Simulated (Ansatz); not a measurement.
An Ansatz (a first-principles code) input (PBE, PAW, 420 eV (Ansatz; no SOC), earlier PAW set):

Ansatz 0.2 input:
```yaml
crystal:
  lattice:
    - [0, 0, -3.3705773278]
    - [-2.8302271111, -2.8302271111, -1.6852886639]
    - [-2.8302271111, 2.8302271111, -1.6852886639]
  atoms:
    - { symbol: Sn, position: [0.25, 0.5, 0.5] }
    - { symbol: Sn, position: [0, 1, 1] }
basis: { ecutwfc: 420, ecutrho_ratio: 4, xc_grid: 2, fft_grid_basis: typed }
kpoints: { mp_grid: { grid: [20, 20, 20] } }
hamiltonian:
  xc: pbe
  dispersion: none
  pseudopotentials: { azcp: { folder: ./paw }, kind: paw }
scf: { occupations: { method: fermi_dirac, width: 0.1 }, convergence: { dr2_threshold: 0.0000000002 } }
output: { forces: true, stress: true }
checkpoint: { write: state.ck, write_every: 1000 }
```

Q: Which symmetry and how many k-points will the program report, and about how many plane waves at Γ?

A: Space group I41/amd (ITA 141) with 16 operations, k-points 641 of 8000, and 1053 plane waves at Γ.

Q: And the final pressure?

A: 3.53 GPa (compression positive).

A biaxial case was relaxed in a doubled cell and then solved in the primitive one. The cells carry an imposed strain or load. Stability against distortions was not tested. The cell was made from Sn (space group I4_1/amd, No. 141) by this change: biaxial strain −4.86 %, plane normal [001], relaxed out of plane.
